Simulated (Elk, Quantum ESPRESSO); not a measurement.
# Equation of state of AlB2-type ZrB2 (space group 191): energy against volume (Elk, PBE)

```
CELL_PARAMETERS angstrom
      3.11363     0.00000     0.00000
     -1.55682     2.69649     0.00000
      0.00000     0.00000     3.46723
ATOMIC_POSITIONS crystal
  Zr 0.00000 0.00000 0.00000
  B  0.66667 0.33333 0.50000
  B  0.33333 0.66667 0.50000
```

Method: PBE, all-electron FP-LAPW, Elk's shipped species files, default APW+lo basis run with Elk 10.2.4. Settings: xctype = 20; rgkmax = 7.98; swidth = 0.00183747 Ha; ngridk = 21 21 17; rmtscf = 0.88; maxscl = 100; sphere radii = {Zr: 2.288, B: 1.584} bohr. The cell above is the first row's. The rows scale it uniformly. In all rows fractional positions and the k mesh are held. E is the free energy at the stated smearing, counted from the lowest row.

```
V (Å^3/atom)  E (meV/atom)
------------  ------------
9.703                    ?
9.914                14.20
10.125                3.54
10.336                0.00
10.547                2.91
10.758               11.63
10.969               25.66
11.180               44.41
11.391               67.48
```

Taking the third-order Birch-Murnaghan form, a cubic in V^(-2/3) for E over the 8 complete rows: With u = V^(-2/3) - 0.207, the rows have u = 0.009688, 0.006667, 0.003749, 0.000929, -0.001799, -0.004439, -0.006996, -0.009473. Least squares gives E = 5.230 - 2861.43·u + 391304·u² - 35755·u³. Residuals (row less fit): -0.003, 0.005, 0.000, 0.001, -0.014, 0.014, -0.003, -0.001; standard error 0.011 (degrees of freedom: 4). Its minimum lies at u = 0.003658, so V0 = (0.210658)^(-3/2) = 10.34. There d²E/du² = 781800 and d³E/du³ = -214500, so B0 = (4/9) × 10.34^(-7/3) × 781800 × 0.160218 = 239 GPa (the last factor turns the table's units into GPa), and B0' = 4 + (2/3) × 0.210658 × (-214500)/781800 = 4.0.

Predict the withheld E at V = 9.703 from the fit, and compare with the calculation.

u = 0.012818, so E = 5.230 - 2861.43 × 0.012818 + 391304 × 0.012818² - 35755 × 0.012818³ = 32.769 meV/atom. The calculation gives 32.76 meV/atom, 0.009 meV/atom below the prediction (under 0.05 % of the range of E in the table). The row lies outside the fitted rows, so this is an extrapolation. From the scatter of the fitted rows alone, a prediction at this place has a standard error of 0.032 meV/atom, so the miss is 0.3 times that.

Carrying the step between the two nearest rows on in a straight line would have given 24.86, off by 7.90; series whose last step already gives the withheld value aren't shown. The scan was laid around a cell of about the measured size, scaled by a guess for this functional; axis ratios and inner coordinates come from that cell. The runs keep the symmetry of the cell, so they don't test it for distortions. A plane-wave scan with the same functional (Quantum ESPRESSO, GBRV) gives V0 = 10.27 Å^3/atom and B0 = 239 GPa; a Birch-Murnaghan fit to all rows here lies 0.7 % from it in V0 and 0 % in B0; the two differ in basis, and may differ in potentials and mesh. Values depend on the basis (sphere radii, cutoffs, local orbitals), which need not be converged. The shape of the cell and the inner coordinates aren't relaxed, so V0 and B0 belong to this uniform scaling; a relaxed crystal lies no higher in energy and is usually softer. Sphere radii are the same in all rows. Cutoffs and mesh are single choices, not tested for convergence of this quantity. Series with a scatter that would blur these digits, or in which a gap closes, are not shown. Nor are scans whose minimum lies at an end fitted in this form.
